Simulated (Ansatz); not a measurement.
## BP: energy against volume

BP (zinc blende, F-43m, 11.762 Å³/atom and stress up to 0.01 GPa in the relaxed cell, cube axes along x, y and z) under an equal strain ε along all three axes. PBE in Ansatz, a plane-wave DFT program (PAW, default set), 420 eV, 12×12×12 Γ-centred mesh, Fermi-Dirac smearing 0.05 eV; ions are relaxed, or left where forces stay under 0.02 eV/Å, within the symmetry of each cell.

Here V stands for volume and E for E less E0.

| volume (Å³/atom) | E less E0 (meV/atom) | pressure (GPa) |
|---|---|---|
| 11.0702 | 22.68 | 11.02 |
| 11.2405 | 12.59 | 8.01 |
| 11.4125 | 5.52 | 5.18 |
| 11.5863 | 1.36 | 2.51 |
| 11.7619 | 0.00 | 0.01 |
| 11.9392 | 1.32 | -2.35 |
| 12.1182 | 5.20 | -4.56 |
| 12.2991 | 11.53 | -6.64 |
| 12.4818 | 20.22 | -8.58 |
| 12.8525 | ? | ? |

Q: Using the third-order Birch-Murnaghan form, a cubic in V^(-2/3), estimate the missing E at V = 12.8525 from the other rows, showing the fit.

A: With u = V^(-2/3) - 0.193, the rows have u = 0.008324, 0.006286, 0.004278, 0.002301, 0.000352, -0.001567, -0.003457, -0.005320, -0.007156. Least squares gives E = 0.047 - 249.92·u + 357961·u² - 149618·u³. Residuals (row less fit): -0.003, 0.007, 0.003, -0.005, -0.003, 0.002, 0.005, 0.000, -0.001; standard error 0.005 (degrees of freedom: 5). Its minimum lies at u = 0.000349, so V0 = (0.193349)^(-3/2) = 11.76. There d²E/du² = 715600 and d³E/du³ = -897700, so B0 = (4/9) × 11.76^(-7/3) × 715600 × 0.160218 = 162 GPa (the last factor turns the table's units into GPa), and B0' = 4 + (2/3) × 0.193349 × (-897700)/715600 = 3.8. B0' rests on the cubic coefficient alone and has a standard error of 0.1 from these residuals. At the withheld row, u = -0.010747, so E = 0.047 - 249.92 × (-0.010747) + 357961 × (-0.010747)² - 149618 × (-0.010747)³ = 44.262 meV/atom. The calculation gives 44.25 meV/atom, 0.012 meV/atom below the prediction (0.0 % of the range of E in the table). The row lies outside the fitted rows, so this is an extrapolation. The scatter of the fitted rows lies at the last printed digit.

Other structures, which can take over under pressure, weren't tried. The same form fitted to the pressure column gives B0' = 3.8; series where the two differ by over 0.4 aren't shown. Rows are the converged runs of the series near zero and its far end, less any whose ions stayed unrelaxed beside relaxed ones; series whose fitted rows scatter by over a few per cent of the range, as at a crossing or softening among them, aren't shown in this form.
